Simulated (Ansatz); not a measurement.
**Sensitivity of a calculation on a (100) slab of PbO (cut from a parent of space group no. 129; 8 atoms in the cell) to its settings**

```xyz
8
Lattice="4.0923 0.0000 0.0000 0.0000 5.3818 0.0000 0.0000 0.0000 17.9993" Properties=species:S:1:pos:R:3 pbc="T T T"
Pb     0.0000     1.2161     6.0000
Pb     2.0461     4.1657     7.9998
Pb     0.0000     1.2161     9.9995
Pb     2.0461     4.1657    11.9993
O      2.0461     0.0000     6.0000
O      0.0000     0.0000     7.9998
O      2.0461     0.0000     9.9995
O      0.0000     0.0000    11.9993
```

Base run A: PBEsol, default PAW files made with PBE (Ansatz, an electronic-structure program), self-consistent single point.

Its settings: kpoints.mp_grid.grid = 5 4 1; hamiltonian.xc = pbesol; hamiltonian.pseudopotentials = {kind: paw} (the program's default PAW files); scf.occupations.method = gaussian; scf.occupations.width = 0.0037 Ry; efield.axis = 3; efield.dipole_correction = true.

The starting cell comes from a database of computed structures (which also holds hypothetical and non-ambient phases and stackings), without a prior relaxation at this level. The slab is cut from that crystal, and its faces are unrelaxed. Its lattice was rescaled in the plane by a random factor within 2.5 % of one. Spin-orbit coupling is off. Spin polarisation is off, though cut faces can carry moments; a gap of a slab can lie between surface states. In the base run, forces exceed 1 eV/Å.

ΔF is the free energy per atom less that of run A. A dash stands where there is no value to compare (another energy zero or no entropy term, no result, no spin, no clean gap, or a mesh too coarse for one). 

Runs:
- B: hamiltonian.pseudopotentials: {kind: paw} (the program's default PAW files) → {kind: paw_fr}; magnetization.noncollinear: default → true; magnetization.spin_orbit: default → false
- C: vacuum of 18 angstrom (first run: 12 Å); efield.axis: 3 → default; efield.dipole_correction: true → default
- D: scf.convergence.dr2_threshold: default (1e-07 eV) → 0.01 eV
- E: scf.mixing.algorithm: default (the program chose MSR1) → anderson; scf.mixing.beta: default → 0.02
- F: scf.mixing.preconditioner: default (the program chose Resta) → local_kerker
- G: scf.eigensolver.kind: default (the program chose band_cg) → davidson

| run | ΔF (meV/atom) | largest force (eV/Å) | gap on the mesh (eV) |
|---|---|---|---|
| A | 0.00 | 1.714 | 1.706 |
| B | – | 1.714 | 1.706 |
| C | -0.02 | 1.714 | 1.706 |
| D | 0.00 | 1.714 | 1.707 |
| E | 0.00 | 1.714 | 1.706 |
| F | 0.00 | 1.714 | 1.706 |
| G | 0.00 | 1.714 | 1.706 |

Run B against A: The largest force stays at 1.714 eV/Å and the gap on the mesh stays at 1.706 eV.

Run G against A: The free energy hardly moves (within 1 meV/atom), the largest force stays at 1.714 eV/Å and the gap on the mesh stays at 1.706 eV.

Keys are those of Ansatz 0.2.
